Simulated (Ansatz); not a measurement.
Hypothetical zinc blende AgF: pressure series

Base system: AgF in the zinc blende structure (space group F-43m, No. 216; a hypothetical phase, not in the database extracts checked).

Space group F-43m (No. 216); a = b = c = 5.4662 Å, α = β = γ = 90.00°

| atom | site | symmetry | x | y | z |
|---|---|---|---|---|---|
| F | 4d | -43m | 0.7500 | 0.7500 | 0.7500 |
| Ag | 4a | -43m | 0.0000 | 0.0000 | 0.0000 |
(The calculation used a cell of 2 atoms; values per cell refer to that cell.)

Cell and atoms are relaxed at each pressure.

Levels (all Ansatz, a first-principles code, PAW): PBE (420 eV, no spin-orbit coupling); PBEsol (420 eV, without spin-orbit coupling).

The base cell above is that of PBE; each level relaxes its own structures.

| case | shortest interatomic distance, PBE | shortest interatomic distance, PBEsol |
|---|---|---|
| pressure −2 GPa | 2.415 Å | [?] |
| pressure −1 GPa | 2.389 Å | 2.321 Å |
| pressure 1.8 GPa | 2.334 Å | 2.278 Å |
| pressure 4.2 GPa | 2.299 Å | 2.249 Å |
| pressure 9 GPa | 2.246 Å | 2.204 Å |
| pressure 18 GPa | 2.178 Å | [?] |
| pressure 30 GPa | 2.117 Å | [?] |
| pressure 45 GPa | 2.063 Å | [?] |
| pressure 60 GPa | 2.022 Å | 2.002 Å |

Task: Some entries are withheld; estimate them.

Result: 
- pressure −2 GPa, shortest interatomic distance, PBEsol: 2.340 Å
- pressure 18 GPa, shortest interatomic distance, PBEsol: 2.144 Å
- pressure 30 GPa, shortest interatomic distance, PBEsol: 2.089 Å
- pressure 45 GPa, shortest interatomic distance, PBEsol: 2.040 Å

PBE lies above PBEsol in every row, by 0.020 Å to 0.074 Å. They put the cases in the same order.

A case with no gap was solved on a k-mesh chosen for an insulator, which is coarse for it. Load acts through the strain it causes; cell and atoms are relaxed under it. Whether these cells are dynamically stable was not tested. Competing high-pressure phases were not computed. No Hubbard U is applied, and correlation can decide whether such a compound is a metal. All final runs are without spin polarisation.
